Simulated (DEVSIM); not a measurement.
System: Schottky contact on p-type GaAs, at 300 K.

| layer (left to right) | material | thickness (μm) | Na (cm⁻³) | τn (s) | τp (s) |
|---|---|---|---|---|---|
| 1 | GaAs | 3.70 | 2.9e16 | 9.4e-10 | 9.4e-10 |

Left contact: Schottky, work function 4.504 eV, emission velocity 1.8e6 cm/s. Right contact: ohmic. Voltage is applied to the left contact. Recombination: SRH at mid-gap, radiative, Auger. Mobility is μmin + (μ − μmin)/(1 + (N/Nref)^α).

The device is made up for the run: typed textbook-type constants, with dimensions and the other settings drawn at random. Values at 300 K; Nc and Nv go as T^1.5, mobilities as T to minus their exponent, the gap by Varshni's rule with the affinity fixed.

```tsv
parameter	GaAs
gap (eV)	1.424
affinity (eV)	4.07
permittivity	12.9
Nc (cm⁻³)	4.7e17
Nv (cm⁻³)	9e18
μn (cm²/Vs)	8500
μp (cm²/Vs)	400
μn,min	500
μp,min	20
Nref,n	6e16
Nref,p	1.5e17
αn	0.39
αp	0.38
T exponent of μn	2.1
T exponent of μp	2.2
B (cm³/s)	2e-10
Cn (cm⁶/s)	1e-30
Cp (cm⁶/s)	1e-30
Varshni α (eV/K)	0.000541
Varshni β (K)	204
```

Model (solved in DEVSIM): 1D drift-diffusion, Boltzmann statistics, complete ionisation; no tunnelling, impact ionisation, image-force lowering or self-heating. Metal contacts follow the ideal Schottky-Mott rule: no Fermi-level pinning, no interface dipoles.

Base results: dark forward voltage at 100 A/cm² (V) 0.766; largest field in the device at zero bias (V/cm) 81000; dark forward voltage at 1 A/cm² (V) 0.613; potential step across the device at zero bias (V) 0.842.

Q: What follows from this one change: metal work function 4.504 → 4.404 eV?

A: dark forward voltage at 100 A/cm² 0.766 → 0.866 V; largest field in the device at zero bias little changed (86000 V/cm); dark forward voltage at 1 A/cm² 0.613 → 0.713 V; potential step across the device at zero bias 0.842 → 0.942 V.

Q: What follows from this one change: temperature 300 → 450 K?

A: dark forward voltage at 100 A/cm² 0.766 → 0.591 V; largest field in the device at zero bias 81000 → 72000 V/cm; dark forward voltage at 1 A/cm² 0.613 → 0.335 V; potential step across the device at zero bias 0.842 → 0.673 V.

Q: What follows from this one change: metal work function 4.504 → 4.354 eV?

A: dark forward voltage at 100 A/cm² 0.766 → 0.916 V; largest field in the device at zero bias 81000 → 88000 V/cm; dark forward voltage at 1 A/cm² 0.613 → 0.763 V; potential step across the device at zero bias 0.842 → 0.992 V.

Q: What follows from this one change: thickness of layer 1 3.7 → 2.2 μm?

A: dark forward voltage at 100 A/cm² 0.766 → 0.752 V; largest field in the device at zero bias little changed (81000 V/cm); dark forward voltage at 1 A/cm² little changed (0.613 V); potential step across the device at zero bias little changed (0.842 V).
